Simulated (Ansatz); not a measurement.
## Thickness series in hypothetical diamond Mo

The parent structure is Mo in the diamond structure (space group Fd-3m, No. 227; a = 5.6874 Å; a hypothetical phase, not in the database extracts checked). Axes: x, y, z lie along the cube axes.

Free-standing slabs (2 atom(s) a layer) normal to [110] with 15 Å of vacuum; in-plane cell held at bulk.

Level of theory: Kohn–Sham DFT with the PBE functional, run in Ansatz (a first-principles code) with PAW and 420 eV plane waves, without spin-orbit coupling.

Notes on the quantities. layer's space group: with vacuum.

```tsv
change	shortest interatomic distance	thickness between the outermost nuclei	layer's space group
base	2.463 Å	–	–
1 layer	2.395 Å	–	Pmma (No. 51)
2 layers	2.382 Å	1.83 Å	Pmna (No. 53)
3 layers	2.138 Å	3.11 Å	Pmma (No. 51)
4 layers	2.143 Å	4.70 Å	Pmna (No. 53)
5 layers	2.158 Å	6.22 Å	Pmma (No. 51)
6 layers	2.153 Å	7.81 Å	Pmna (No. 53)
7 layers	2.155 Å	9.39 Å	Pmma (No. 51)
```

No phonon test of stability was made. The final runs are not spin-polarised. Mo has a high density of states at the Fermi level and may be magnetic at this level.
